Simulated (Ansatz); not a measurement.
Defect migration in alpha Ga2O3: interstitial Li, charge state +1. Computed with PBE, PAW (plane waves to 420 eV; Ansatz, a program for electronic structure).

120-site cell at the relaxed PBE lattice, the Γ point alone, smearing 0.01 eV, spin-restricted, no finite-size correction. Energies are static. The host's phase is taken as given; its stability against other phases was not computed. The charge state is imposed; whether it is stable for some Fermi level was not computed. Sites that were not tried may lie lower.

Barriers: single points on a 2×2×2 k-point mesh shifted by half a step along c at the bands' geometries.

Relaxed starting cell (atoms counted from 1):

```yaml
crystal:
  lattice:
    - [10.11566, 0.00000, 0.00000]
    - [-5.05783, 8.76042, 0.00000]
    - [0.00000, 0.00000, 13.62337]
  atoms:
    - { symbol: Ga, position: [0.99962, 0.99973, 0.36621] }
    - { symbol: Ga, position: [0.99945, 0.49942, 0.35582] }
    - { symbol: Ga, position: [0.49951, 0.99991, 0.35582] }
    - { symbol: Ga, position: [0.49993, 0.49985, 0.35582] }
    - { symbol: Ga, position: [0.33437, 0.16713, 0.18882] }
    - { symbol: Ga, position: [0.33295, 0.66639, 0.18967] }
    - { symbol: Ga, position: [0.83223, 0.16706, 0.18882] }
    - { symbol: Ga, position: [0.83228, 0.66499, 0.18882] }
    - { symbol: Ga, position: [0.16727, 0.33464, 0.31211] }
    - { symbol: Ga, position: [0.16690, 0.83208, 0.31212] }
    - { symbol: Ga, position: [0.66629, 0.33306, 0.31081] }
    - { symbol: Ga, position: [0.66472, 0.83246, 0.31211] }
    - { symbol: Ga, position: [0.33501, 0.16842, 0.47729] }
    - { symbol: Ga, position: [0.33296, 0.66639, 0.47786] }
    - { symbol: Ga, position: [0.83094, 0.16642, 0.47729] }
    - { symbol: Ga, position: [0.83294, 0.66434, 0.47729] }
    - { symbol: O, position: [0.34647, 0.99916, 0.24974] }
    - { symbol: O, position: [0.34811, 0.49968, 0.24979] }
    - { symbol: O, position: [0.84761, 0.00281, 0.25494] }
    - { symbol: O, position: [0.84804, 0.49901, 0.24941] }
    - { symbol: O, position: [0.15475, 0.15175, 0.25495] }
    - { symbol: O, position: [0.15109, 0.65124, 0.24980] }
    - { symbol: O, position: [0.65049, 0.15131, 0.24941] }
    - { symbol: O, position: [0.65221, 0.65289, 0.24973] }
    - { symbol: O, position: [0.31877, 0.33442, 0.41698] }
    - { symbol: O, position: [0.31817, 0.83297, 0.41677] }
    - { symbol: O, position: [0.81762, 0.33303, 0.41635] }
    - { symbol: O, position: [0.81672, 0.83182, 0.41877] }
    - { symbol: O, position: [0.16638, 0.48502, 0.41677] }
    - { symbol: O, position: [0.16753, 0.98472, 0.41877] }
    - { symbol: O, position: [0.66632, 0.48442, 0.41635] }
    - { symbol: O, position: [0.66494, 0.98418, 0.41698] }
    - { symbol: O, position: [0.01463, 0.18263, 0.41877] }
    - { symbol: O, position: [0.01517, 0.68058, 0.41698] }
    - { symbol: O, position: [0.51494, 0.18173, 0.41635] }
    - { symbol: O, position: [0.51433, 0.68119, 0.41677] }
    - { symbol: O, position: [0.00020, 0.34714, 0.24974] }
    - { symbol: O, position: [0.99654, 0.84461, 0.25494] }
    - { symbol: O, position: [0.50035, 0.34887, 0.24942] }
    - { symbol: O, position: [0.49967, 0.84826, 0.24980] }
    - { symbol: Ga, position: [0.33454, 0.16699, 0.68831] }
    - { symbol: Ga, position: [0.33296, 0.66639, 0.68961] }
    - { symbol: Ga, position: [0.83236, 0.16737, 0.68831] }
    - { symbol: Ga, position: [0.83198, 0.66481, 0.68831] }
    - { symbol: Ga, position: [0.16632, 0.33511, 0.52314] }
    - { symbol: Ga, position: [0.16832, 0.83303, 0.52313] }
    - { symbol: Ga, position: [0.66630, 0.33306, 0.52257] }
    - { symbol: Ga, position: [0.66424, 0.83103, 0.52313] }
    - { symbol: Ga, position: [0.99962, 0.99972, 0.63421] }
    - { symbol: Ga, position: [0.99981, 0.50003, 0.64460] }
    - { symbol: Ga, position: [0.49975, 0.99954, 0.64460] }
    - { symbol: Ga, position: [0.49932, 0.49960, 0.64461] }
    - { symbol: Ga, position: [0.16696, 0.33446, 0.81160] }
    - { symbol: Ga, position: [0.16701, 0.83238, 0.81161] }
    - { symbol: Ga, position: [0.66628, 0.33306, 0.81075] }
    - { symbol: Ga, position: [0.66490, 0.83233, 0.81160] }
    - { symbol: O, position: [0.18254, 0.16762, 0.58165] }
    - { symbol: O, position: [0.18163, 0.66642, 0.58408] }
    - { symbol: O, position: [0.68109, 0.16648, 0.58365] }
    - { symbol: O, position: [0.68048, 0.66503, 0.58344] }
    - { symbol: O, position: [0.48492, 0.31826, 0.58365] }
    - { symbol: O, position: [0.48432, 0.81772, 0.58408] }
    - { symbol: O, position: [0.98408, 0.31887, 0.58344] }
    - { symbol: O, position: [0.98462, 0.81682, 0.58165] }
    - { symbol: O, position: [0.15165, 0.99663, 0.74548] }
    - { symbol: O, position: [0.15121, 0.50044, 0.75101] }
    - { symbol: O, position: [0.65278, 0.00029, 0.75068] }
    - { symbol: O, position: [0.65113, 0.49977, 0.75063] }
    - { symbol: O, position: [0.00272, 0.15484, 0.74547] }
    - { symbol: O, position: [0.99905, 0.65231, 0.75068] }
    - { symbol: O, position: [0.49958, 0.15119, 0.75062] }
    - { symbol: O, position: [0.49890, 0.65059, 0.75101] }
    - { symbol: O, position: [0.34704, 0.34656, 0.75068] }
    - { symbol: O, position: [0.34875, 0.84815, 0.75101] }
    - { symbol: O, position: [0.84816, 0.34821, 0.75063] }
    - { symbol: O, position: [0.84451, 0.84770, 0.74548] }
    - { symbol: O, position: [0.33432, 0.01527, 0.58344] }
    - { symbol: O, position: [0.33293, 0.51503, 0.58407] }
    - { symbol: O, position: [0.83172, 0.01473, 0.58165] }
    - { symbol: O, position: [0.83287, 0.51443, 0.58365] }
    - { symbol: Ga, position: [0.16606, 0.33412, 0.02408] }
    - { symbol: Ga, position: [0.16757, 0.83328, 0.02408] }
    - { symbol: Ga, position: [0.66628, 0.33306, 0.02283] }
    - { symbol: Ga, position: [0.66521, 0.83176, 0.02408] }
    - { symbol: Ga, position: [0.99964, 0.99973, 0.83518] }
    - { symbol: Ga, position: [0.99957, 0.49944, 0.85591] }
    - { symbol: Ga, position: [0.49939, 0.99977, 0.85590] }
    - { symbol: Ga, position: [0.49990, 0.49996, 0.85591] }
    - { symbol: Ga, position: [0.33400, 0.16767, 0.97635] }
    - { symbol: Ga, position: [0.33295, 0.66639, 0.97759] }
    - { symbol: Ga, position: [0.83166, 0.16617, 0.97634] }
    - { symbol: Ga, position: [0.83318, 0.66533, 0.97634] }
    - { symbol: Ga, position: [0.99965, 0.99972, 0.16523] }
    - { symbol: Ga, position: [0.99967, 0.50000, 0.14452] }
    - { symbol: Ga, position: [0.49985, 0.99968, 0.14452] }
    - { symbol: Ga, position: [0.49933, 0.49949, 0.14452] }
    - { symbol: O, position: [0.01509, 0.33238, 0.91730] }
    - { symbol: O, position: [0.01194, 0.83858, 0.91642] }
    - { symbol: O, position: [0.51514, 0.33380, 0.91702] }
    - { symbol: O, position: [0.51627, 0.83390, 0.91732] }
    - { symbol: O, position: [0.31715, 0.48308, 0.91733] }
    - { symbol: O, position: [0.31680, 0.98426, 0.91731] }
    - { symbol: O, position: [0.81818, 0.48420, 0.91701] }
    - { symbol: O, position: [0.82619, 0.98743, 0.91642] }
    - { symbol: O, position: [0.48297, 0.16555, 0.08310] }
    - { symbol: O, position: [0.48409, 0.66564, 0.08341] }
    - { symbol: O, position: [0.98732, 0.16085, 0.08399] }
    - { symbol: O, position: [0.98416, 0.66707, 0.08311] }
    - { symbol: O, position: [0.33227, 0.31691, 0.08312] }
    - { symbol: O, position: [0.33370, 0.81829, 0.08341] }
    - { symbol: O, position: [0.83379, 0.31725, 0.08309] }
    - { symbol: O, position: [0.83849, 0.82627, 0.08398] }
    - { symbol: O, position: [0.17308, 0.01204, 0.08398] }
    - { symbol: O, position: [0.18105, 0.51524, 0.08341] }
    - { symbol: O, position: [0.68243, 0.01518, 0.08312] }
    - { symbol: O, position: [0.68210, 0.51638, 0.08309] }
    - { symbol: O, position: [0.16076, 0.17317, 0.91642] }
    - { symbol: O, position: [0.16544, 0.68220, 0.91733] }
    - { symbol: O, position: [0.66554, 0.18116, 0.91701] }
    - { symbol: O, position: [0.66698, 0.68254, 0.91730] }
    - { symbol: Li, position: [0.99956, 0.99971, 0.00020] }
```
Cell charge +1.

End state 1 differs by these moves (Å; atoms that move under 0.08 Å are left out):

```tsv
atom	element	Δx	Δy	Δz
1	Ga	0.01	-0.02	-0.15
15	Ga	0.02	0.00	-0.21
43	Ga	0.01	-0.01	-0.36
49	Ga	0.02	-0.06	0.12
57	O	-0.05	-0.01	0.06
59	O	-0.03	-0.04	-0.07
65	O	-0.05	0.03	0.07
67	O	0.12	0.08	0.05
69	O	-0.15	0.05	0.12
75	O	0.00	-0.16	0.05
81	Ga	-0.03	-0.07	0.03
83	Ga	0.08	0.00	0.04
84	Ga	-0.03	0.08	0.03
85	Ga	0.07	-0.03	0.32
86	Ga	-0.01	0.07	0.04
91	Ga	0.01	0.00	-1.74
93	Ga	0.01	0.00	-0.27
97	O	-0.07	0.00	-0.06
98	O	0.07	-0.08	0.01
107	O	-0.01	0.06	0.12
111	O	-0.04	0.04	0.13
113	O	0.08	0.03	0.00
115	O	-0.02	-0.05	0.13
117	O	0.00	0.08	0.01
119	O	0.04	-0.05	-0.05
121	Li	-2.53	1.46	0.24
```

Task: Predict the forward and backward barriers to end state 1 from PBE, PAW.

Result: forward 1.58 eV, backward 0.86 eV; at the saddle point atom 121 has neighbours 2 O at 1.73, O at 1.94 Å. The saddle point's order was not checked.
